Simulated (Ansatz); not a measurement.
# CsSnI₃ (space group P4/mbm, No. 127)

```yaml
crystal:
  lattice:
    - [8.53642, 0.00000, 0.00000]
    - [0.00000, 8.53642, 0.00000]
    - [0.00000, 0.00000, 6.21990]
  atoms:
    - { symbol: Cs, position: [0.00000, 0.50000, 0.00000] }
    - { symbol: Cs, position: [0.50000, 0.00000, 0.00000] }
    - { symbol: Sn, position: [0.50000, 0.50000, 0.50000] }
    - { symbol: Sn, position: [0.00000, 0.00000, 0.50000] }
    - { symbol: I, position: [0.80537, 0.69463, 0.50000] }
    - { symbol: I, position: [0.19463, 0.30537, 0.50000] }
    - { symbol: I, position: [0.30537, 0.80537, 0.50000] }
    - { symbol: I, position: [0.69463, 0.19463, 0.50000] }
    - { symbol: I, position: [0.50000, 0.50000, 0.00000] }
    - { symbol: I, position: [0.00000, 0.00000, 0.00000] }
```

Computed with PBEsol in Ansatz (plane waves to 420 eV, PAW, without spin-orbit coupling). k-mesh 4×4×6 (Γ-centred); smearing 0.05 eV (Fermi–Dirac).

The volume per atom comes out as 45.32 Å³ and the density is 4.63 g/cm³. The band gap is 0.28 eV, direct at Z and the hole mass is 0.031 mₑ along k, 0.066 mₑ across. The lowest conduction-band minima above the VBM comes out as Z (0, 0, 1/2) 0.28 eV and the total energy is -6767.423 eV/atom (σ→0; compares only within this code and set-up).

With I present, leaving out spin-orbit coupling can change the band edges. Masses are band curvatures over ±0.01 Å⁻¹ around the edge. Along k means along the line from Γ to the band edge. Whether these cells are dynamically stable was not tested. The zero or small gap of CsSnI3 can change with the level of theory.

Ansatz is a first-principles code.
